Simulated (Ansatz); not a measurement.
Input and output of a self-consistent single point for Li2HfO3 (Cm, 6 atoms in the cell) (Ansatz, a first-principles code).

Method: PBEsol, default PAW files made with PBE (plane waves; Ansatz).

The change in words: lattice scaled by 0.98; kpoints.mp_grid.grid: 7 7 8 → 10 10 12. Reference geometry:
```yaml
crystal:
  lattice:
    - [4.80618, -2.09009, 0.00000]
    - [4.80618, 2.09009, 0.00000]
    - [-0.06897, 0.00000, 3.19758]
  atoms:
    - { symbol: Li, position: [0.65680, 0.65680, 0.52283] }
    - { symbol: Li, position: [0.34331, 0.34331, 0.49281] }
    - { symbol: Hf, position: [0.00000, 0.00000, 0.00000] }
    - { symbol: O, position: [0.85976, 0.85976, 0.49067] }
    - { symbol: O, position: [0.14024, 0.14024, 0.50933] }
    - { symbol: O, position: [0.50000, 0.50000, 0.00000] }
```

Reference input (self-consistent single point, DFT, PBEsol, plane waves, default PAW files made with PBE): basis.ecutwfc = 30.9 Ry; kpoints.mp_grid.grid = 7 7 8; hamiltonian.xc = pbesol; hamiltonian.pseudopotentials = {kind: paw} (the program's default PAW files); scf.occupations.method = fermi_dirac; scf.occupations.width = 0.0015 Ry. This run's input differs from it in these lines:

Ansatz 0.2 input:
```diff
@@ -2,12 +2,12 @@
   lattice:
-    - [4.806183, -2.090086, 0.000000]
-    - [4.806183, 2.090086, 0.000000]
-    - [-0.068967, 0.000000, 3.197582]
+    - [4.710059, -2.048284, 0.000000]
+    - [4.710059, 2.048284, 0.000000]
+    - [-0.067588, 0.000000, 3.133630]
   atoms:
-    - { symbol: Li, position_ang: [6.277363, -0.000000, 1.671782] }
-    - { symbol: Li, position_ang: [3.266034, -0.000000, 1.575800] }
+    - { symbol: Li, position_ang: [6.151816, -0.000000, 1.638346] }
+    - { symbol: Li, position_ang: [3.200713, 0.000000, 1.544284] }
     - { symbol: Hf, position_ang: [0.000000, 0.000000, 0.000000] }
-    - { symbol: O, position_ang: [8.230488, -0.000000, 1.568958] }
-    - { symbol: O, position_ang: [1.312911, -0.000000, 1.628624] }
-    - { symbol: O, position_ang: [4.806183, 0.000000, 0.000000] }
+    - { symbol: O, position_ang: [8.065877, -0.000000, 1.537578] }
+    - { symbol: O, position_ang: [1.286653, 0.000000, 1.596052] }
+    - { symbol: O, position_ang: [4.710059, 0.000000, 0.000000] }
 basis:
@@ -16,3 +16,3 @@
   mp_grid:
-    grid: [7, 7, 8]
+    grid: [10, 10, 12]
 hamiltonian:
```

The program printed (abridged):

```
SCF iter   1: F=—  HF=-17695.788636 eV  |F-HF|=—  |Δ(HF+E_count)|=         —  Δρ=1.69e-2  dr2=1.50e-1  ethr=1.77e-3  ⟨swp⟩=6.3  Hψ=38863  notcnv=0
all-band conjugate gradients solve this SCF's bands
preconditioner: auto → Resta (q_TF=auto, 2.643 Å⁻¹)
SCF iter   2: F=—  HF=-17695.749904 eV  |F-HF|=—  |Δ(HF+E_count)|=   3.87e-2  Δρ=3.13e-3  dr2=2.41e-3  ethr=3.00e-4  ⟨swp⟩=2.0  Hψ=17911  notcnv=0  defer=590
   [... lines left out ...]
SCF iter   5: F=—  HF=-17695.749264 eV  |F-HF|=—  |Δ(HF+E_count)|=   4.03e-5  Δρ=1.52e-4  dr2=1.44e-5  ethr=2.38e-7  ⟨swp⟩=3.0  Hψ=22494  notcnv=0  defer=590
SCF iter   6: F=—  HF=-17695.749330 eV  |F-HF|=—  |Δ(HF+E_count)|=   6.66e-5  Δρ=4.31e-5  dr2=1.19e-6  ethr=2.88e-8  ⟨swp⟩=2.0  Hψ=12904  notcnv=0  defer=590
SCF iter   7: F=—  HF=-17695.749331 eV  |F-HF|=—  |Δ(HF+E_count)|=   5.81e-7  Δρ=3.44e-5  dr2=6.12e-7  ethr=2.37e-9  ⟨swp⟩=2.0  Hψ=16291  notcnv=0  defer=590
SCF iter   8: F=-17695.749331 eV  HF=-17695.749331 eV  |F-HF|=2.66e-9  |Δ(HF+E_count)|=   2.56e-8  Δρ=6.36e-6  dr2=2.87e-8  ethr=2.00e-10  ⟨swp⟩=7.4  Hψ=49314  notcnv=0
SCF 1 converged in 8 iterations: F = -17695.749331 eV  dr2 = 2.87e-8
Free energy (F): -17695.749331 eV
Internal energy: -17695.749331 eV  (E = F + TS)
E sigma→0 (E₀):  -17695.749331 eV
Fermi energy:    10.952022 eV
--- Forces (eV/Å), atoms counted from 1 ---
  atom   1  Li     0.01773555     0.00000000    -0.09244223
  atom   2  Li    -0.01036483     0.00000000    -0.01346411
  atom   3  Hf     0.00027134     0.00000000     0.04232524
  atom   4  O     -0.83667938     0.00000000    -0.00823541
  atom   5  O      0.83188704     0.00000000     0.07144170
  atom   6  O     -0.00285056     0.00000000     0.00037853
--- Stress (GPa, compression-positive) ---
        7.065443      -0.000000      -0.143505
       -0.000000       9.191380      -0.000000
       -0.143503      -0.000000       9.715194
  P = ⅓ Tr σ = 8.6573 GPa (86.573 kbar)
  The stress holds the Pulay correction. Without it, at fixed plane waves, as pw.x and ABINIT print it: P = 7.9973 GPa
```

The run converged in 8 iterations. Against the reference run the free energy rises by 11.7 meV/atom, the pressure goes from -2.15 to 8.66 GPa, the largest force goes from 0.096 to 0.837 eV/Å and the gap on the mesh goes from 4.019 to 4.168 eV.

The starting cell comes from a database of computed structures (which also holds hypothetical and non-ambient phases and stackings), without a prior relaxation at this level. Its lattice was rescaled by up to half a per cent. One atom was moved a little off its site on purpose. For this run, on top of that: lattice scaled by 0.98. Spin-orbit coupling is off. With a pressure of about 9 GPa the cell is away from its equilibrium volume at this level. Ansatz's pressure includes its estimate of the finite-basis (Pulay) stress. Without the estimate this run gives 8.00 GPa.

Cost on one core of a shared machine: roughly 50 s.
